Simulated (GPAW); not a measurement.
A user runs GPAW on TiAs₃ (P6_3/mmc, 8 atoms in the cell) and asks whether the run is sound. The aim is a self-consistent single point with DFT PBEsol, plane waves, GPAW PAW datasets PBEsol (made by gpaw-setup).

Input:

```python
from ase import Atoms
from ase.units import GPa
from gpaw import GPAW, PW

atoms = Atoms(['Ti', 'Ti', 'As', 'As', 'As', 'As', 'As', 'As'],
              cell=[[3.168692, 0.000000, 0.000000],
                    [-1.584346, 2.744167, 0.000000],
                    [0.000000, 0.000000, 2.654063]],
              scaled_positions=[[0.666667, 0.333333, 0.250000],
                                [0.333333, 0.666667, 0.750000],
                                [0.368160, 0.184080, 0.750000],
                                [0.631840, 0.815920, 0.250000],
                                [0.184080, 0.368160, 0.250000],
                                [0.815920, 0.631840, 0.750000],
                                [0.815920, 0.184080, 0.750000],
                                [0.184080, 0.815920, 0.250000]],
              pbc=True)

calc = GPAW(mode=PW(800),
            xc='PBEsol',
            kpts=(3, 3, 3),
            occupations={'name': 'methfessel-paxton', 'width': 0.136, 'order': 1},
            nbands=-14,
            convergence={'forces': 0.001},
            symmetry={'symmorphic': False, 'tolerance': 0.0005},
            maxiter=60)

atoms.calc = calc

energy = atoms.get_potential_energy()
print('Energy (eV):', round(energy, 6))
forces = atoms.get_forces()
print('Forces (eV/Ang):')
print(forces.round(5))
stress = atoms.get_stress()
print('Stress (GPa, Voigt):', (stress / GPa).round(4))
```

The program printed (abridged):

```
Input parameters:
  convergence: {forces: 0.001}
  kpts: [3 3 3]
  maxiter: 60
  mode: {ecut: 800.0,
         name: pw}
  nbands: -14
  occupations: {name: methfessel-paxton,
                order: 1,
                width: 0.136}
  symmetry: {symmorphic: False,
             tolerance: 0.0005}
   [... lines left out ...]
Bands to converge: occupied

Density initialized from atomic densities
  41 bands from LCAO basis set

Atomic positions and initial magnetic moments

Positions:
   0 Ti     1.584348    0.914721    0.663516    ( 0.0000,  0.0000,  0.0000)
   1 Ti    -0.000002    1.829446    1.990547    ( 0.0000,  0.0000,  0.0000)
   2 As     0.874939    0.505146    1.990547    ( 0.0000,  0.0000,  0.0000)
   3 As     0.709407    2.239021    0.663516    ( 0.0000,  0.0000,  0.0000)
   4 As    -0.000000    1.010293    0.663516    ( 0.0000,  0.0000,  0.0000)
   5 As     1.584346    1.733874    1.990547    ( 0.0000,  0.0000,  0.0000)
   6 As     2.293753    0.505146    1.990547    ( 0.0000,  0.0000,  0.0000)
   7 As    -0.709407    2.239021    0.663516    ( 0.0000,  0.0000,  0.0000)

Unit cell:
           periodic     x           y           z      points  spacing
  1. axis:    yes    3.168692    0.000000    0.000000    21     0.1307
  2. axis:    yes   -1.584346    2.744167    0.000000    21     0.1307
  3. axis:    yes    0.000000    0.000000    2.654063    18     0.1474

  Lengths:   3.168692   3.168691   2.654063
  Angles:   90.000000  90.000000 120.000007

Effective grid spacing dv^(1/3) = 0.1427
     iter     time        total  log10-change:
                         energy   eigst   dens  force
iter:   1 --:--:--   558.112055
iter:   2 --:--:--   567.545505   -0.79  -0.99
iter:   3 --:--:--   601.581099   -0.19  -1.04
iter:   4 --:--:--   608.865473   -1.11  -1.31
iter:   5 --:--:--   620.205077   -0.68  -1.32
   [... 3 lines left out ...]
iter:   9 --:--:--   620.485762   -3.70  -2.48
iter:  10 --:--:--   620.465388   -2.36  -2.64
iter:  11 --:--:--   620.499169   -2.54  -2.44
iter:  12 --:--:--   620.501771   -3.81  -3.01
iter:  13 --:--:--   620.501539c  -6.05  -3.11
   [... lines left out ...]
iter:  16 --:--:--   620.503024c  -5.01  -3.34
iter:  17 --:--:--   620.503196c  -6.05  -3.39
iter:  18 --:--:--   620.503471c  -4.82  -3.44
iter:  19 --:--:--   620.503488c  -6.35  -4.06c
iter:  20 --:--:--   620.503490c  -7.75c -4.18c
iter:  21 --:--:--   620.503493c  -7.17  -4.25c
iter:  22 --:--:--   620.503493c  -7.36  -4.37c
iter:  23 --:--:--   620.503494c  -7.57c -4.46c -2.02
iter:  24 --:--:--   620.503496c  -7.37  -4.52c
iter:  25 --:--:--   620.503496c  -7.11  -4.64c
iter:  26 --:--:--   620.503496c  -8.33c -5.03c -1.91
iter:  27 --:--:--   620.503496c  -8.80c -5.20c -3.07c
Converged after 27 iterations.

Dipole moment: (0.000000, -0.000000, 0.000000) |e|*Ang

Energy contributions relative to reference atoms: (reference = -415152.153771)

Kinetic:       +5562.485478
Potential:     -4334.175642
External:        +0.000000
XC:            -615.834247
Entropy (-ST):   -0.012142
Local:           +8.036002
SIC:             +0.000000
--------------------------
Free energy:   +620.499448
Extrapolated:  +620.503496

Showing only first 2 kpts
 Kpt  Band  Eigenvalues  Occupancy
  0    25     63.93108    2.00000
  0    26     70.67203   -0.00000
  0    27     71.06412   -0.00000
  0    28     71.06419   -0.00000

  1    25     64.76552    2.00000
  1    26     70.17190   -0.00000
  1    27     70.49021   -0.00000
  1    28     72.92963    0.00000

   [... lines left out ...]
Fermi level: 68.29553
No gap
   [... lines left out ...]
  4 As    0.00000 -117.65318   -0.00000
  5 As    0.00000  117.65318   -0.00000
  6 As  101.89067  -58.82659   -0.00000
  7 As -101.89067   58.82659   -0.00000

Stress tensor:
   -59.564625     0.000000     0.000000
     0.000000   -59.564658     0.000000
     0.000000     0.000000   -55.587192
Stress (GPa, Voigt): [-9543.305  -9543.3103 -8906.0499     0.         0.         0.    ]
```

Q: Is this run sound? If not, what is wrong?

A: The run is not sound. The fault is this: cell numbers converted the wrong way (times 0.529). 1 bohr is 0.529 Å, so a mix-up scales every length by 1.89 or 0.529 and the volume by 6.75 or 0.148. To fix it, give the lengths in the unit that the key or card expects. The run converged in 27 iterations without an error; against the sound input the free energy rises by 83.2 eV/atom, the pressure goes from -7.83 to 9331 GPa and the largest force goes from 0.568 to 117.7 eV/Å.

An input that runs soundly differs in these lines (not the only fix; some lines may just follow from the change or write a value another way):
```diff
-              cell=[[3.168692, 0.000000, 0.000000],
-                    [-1.584346, 2.744167, 0.000000],
-                    [0.000000, 0.000000, 2.654063]],
-              scaled_positions=[[0.666667, 0.333333, 0.250000],
-                                [0.333333, 0.666667, 0.750000],
-                                [0.368160, 0.184080, 0.750000],
-                                [0.631840, 0.815920, 0.250000],
-                                [0.184080, 0.368160, 0.250000],
-                                [0.815920, 0.631840, 0.750000],
-                                [0.815920, 0.184080, 0.750000],
-                                [0.184080, 0.815920, 0.250000]],
+              cell=[[5.987960, 0.000000, 0.000000],
+                    [-2.993980, 5.185725, 0.000000],
+                    [0.000000, 0.000000, 5.015453]],
+              positions=[[2.993983, 1.728573, 1.253863],
+                         [-0.000003, 3.457152, 3.761590],
+                         [1.653396, 0.954588, 3.761590],
+                         [1.340584, 4.231137, 1.253863],
+                         [0.000000, 1.909177, 1.253863],
+                         [2.993980, 3.276548, 3.761590],
+                         [4.334564, 0.954588, 3.761590],
+                         [-1.340584, 4.231137, 1.253863]],
-            maxiter=60)
+            maxiter=120)
```

With that input, the run converged in 23 iterations: free energy E − TS (from the program's reference atoms) -45.0429 eV; Fermi level (on the code's own zero) 7.85 eV; pressure -7.83 GPa; largest force (vector length) 0.568 eV/Å (DFT PBEsol, plane waves, GPAW PAW datasets PBEsol (made by gpaw-setup)).

On the sound input: the starting cell comes from a database of computed structures (which also holds hypothetical and non-ambient phases and stackings), without a prior relaxation at this level. Its lattice was rescaled by a random factor within 2.5 % of one. Spin polarisation is off, so a magnetic state, if there is one, cannot be reached. With a pressure of about -8 GPa the cell is away from its equilibrium volume at this level. Without a gap this mesh is coarse (it stands for a supercell whose shortest vector is 15 Å).
